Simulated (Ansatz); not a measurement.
## MgF2, pressure series

Consider MgF₂ in the rutile structure (space group P4_2/mnm, No. 136; a = 4.626 Å, c = 3.049 Å).

Cell and atoms are relaxed at each pressure.

Calculations: DFT with r2SCAN, PAW potentials and a 500 eV plane-wave cutoff in Ansatz (a quantum-chemistry and plane-wave program), without spin-orbit coupling, earlier PAW set.

```tsv
pressure (GPa)	volume per atom (Å³/atom)
-2	11.096
-1	10.983
0	10.875
3	10.586
15	9.722
30	?
50	8.329
75	7.734
100	7.291
```

**Question.** Fit the third-order Birch–Murnaghan form P(V) = (3B₀/2)[(V₀/V)^(7/3) − (V₀/V)^(5/3)]·[1 + (3/4)(B₀′ − 4)((V₀/V)^(2/3) − 1)] (squares taken in P) to the rows shown and predict the withheld row.

**Answer.** Least squares on the printed values gives V₀ = 10.876 Å³/atom, B₀ = 106 GPa, B₀′ = 4.3; this predicts 9.000 Å³/atom, and the run gives 8.999 Å³/atom, in agreement.

Load acts through the strain it causes; cell and atoms are relaxed under it. Whether these cells are dynamically stable was not tested. Competing high-pressure phases were not computed.
